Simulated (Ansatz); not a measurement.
Seebeck coefficient (μV/K, mean over directions) of n-type LaOF (P4/nmm) against carrier density, PBEsol, rigid bands (Ansatz, an electronic-structure program). Computed gap 4.61 eV; densities at which minority carriers matter at this gap, or further valleys turn the trend, are left out. Conductivity mass 3.3 mₑ (harmonic mean over directions), N_c = 6.5e20 cm⁻³ at 300 K.

```csv
electron density,300 K,500 K
1e16 cm⁻³,-1156,-1216
1e17 cm⁻³,-958,…
1e18 cm⁻³,-759,-819
3e18 cm⁻³,-665,-724
1e19 cm⁻³,-561,-620
3e19 cm⁻³,-467,…
1e20 cm⁻³,-364,-422
3e20 cm⁻³,-271,-329
1e21 cm⁻³,…,-228
```

Some entries are withheld; supply them.


- 1e17 cm⁻³, 500 K: -1017
- 3e19 cm⁻³, 500 K: -526
- 1e21 cm⁻³, 300 K: -174

Rigid bands with a gap fixed in temperature, one relaxation time for all states, no polarons or phonon drag, and whether or not such doping can be reached. Spin-orbit coupling is left out.

Computed structure with no diffraction record at hand here (it may be known, metastable or hypothetical): LaOF (P4/nmm).
